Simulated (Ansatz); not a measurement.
# How far to go with the plane-wave cutoff: Cs (Pm, 4 atoms in the cell)

```
CELL_PARAMETERS angstrom
      5.50452     0.00000     0.00000
      0.00000     9.95239     0.00000
      0.00000     0.00000     9.25313
ATOMIC_POSITIONS crystal
  Cs 0.74445 0.60699 0.75000
  Cs 0.26463 0.39301 0.25000
  Cs 0.73537 0.89301 0.25000
  Cs 0.26463 0.10699 0.75000
```

Method: LDA (PW92), default PAW files made with PBE (plane waves; Ansatz, a first-principles code).

Base settings: basis.ecutwfc = 30.9 Ry; kpoints.mp_grid.grid = 3 2 2; hamiltonian.xc = lda; hamiltonian.pseudopotentials = {kind: paw} (the program's default PAW files); scf.occupations.method = fermi_dirac; scf.occupations.width = 0.0073 Ry.

The second cell is the first with its lattice scaled by 0.98.

The mesh stays at the base's, so the ladder's end is converged at best in this setting alone.

Only quantities that move along the ladder and can be compared are tabulated.

The count of work is k-points × plane waves × bands × iterations; it is no time. 

The starting cell comes from a database of computed structures (which also holds hypothetical and non-ambient phases and stackings), without a prior relaxation at this level. Its lattice was rescaled by up to half a per cent. One atom was moved a little off its site on purpose. Without a gap this mesh is coarse (it stands for a supercell whose shortest vector is 17 Å).

```tsv
basis.ecutwfc	free energy less the last step's (meV/atom)	energy of the compressed cell less the first (meV/atom)	pressure without the Pulay estimate (GPa)	count of work / last
10.7 Ry	861.83	-13.07	-3.31	0.055
12.5 Ry	444.44	-17.24	-2.14	0.069
14 Ry	256.53	-17.63	-1.55	0.082
15.4 Ry	152.69	-18.71	-1.18	0.095
16.9 Ry	87.24	-19.02	-0.91	0.11
18.4 Ry	48.83	-19.69	-0.74	0.12
21.7 Ry	11.72	-19.27	-0.54	0.16
24.6 Ry	2.51	-19.15	-0.47	0.19
27.9 Ry	0.33	-19.15	-0.44	0.23
30.9 Ry	0.14	-19.15	-0.44	0.27
33.8 Ry	0.12	-19.15	-0.44	0.31
37.1 Ry	0.06	-19.15	-0.44	0.35
41.5 Ry	0.02	-19.15	-0.44	0.42
46.3 Ry	0.02	-19.15	-0.44	0.49
54 Ry	0.01	-19.15	-0.44	0.62
61.7 Ry	0.01	-19.15	-0.44	0.76
74.2 Ry	0.00	-19.15	-0.44	1.0
```

Coarsest basis.ecutwfc that holds the free energy within 0.5 meV/atom of the last step, with all finer ones: 27.9 Ry, at 0.23 of the last step's count of work; the step before is off by 2.5 meV/atom.

Coarsest basis.ecutwfc that holds the energy of the compressed cell less the first within 0.2 meV/atom of the last step, with all finer ones: 21.7 Ry, at 0.16 of the last step's count of work; the step before is off by 0.54 meV/atom.

Coarsest basis.ecutwfc that holds the pressure without the Pulay estimate within 1 GPa of the last step, with all finer ones: 15.4 Ry, at 0.095 of the last step's count of work; the step before is off by 1.1 GPa.

The energy difference between the two cells stays within 1 meV/atom of the last step's from 15.4 Ry on, the total only from 27.9 Ry on: much of the error is common to both cells and cancels.

At the lowest cutoff the pressure without the Pulay estimate lies 2.9 GPa under the last step's, the usual sign of Pulay stress in an incomplete plane-wave basis.

Keys are those of Ansatz 0.2.
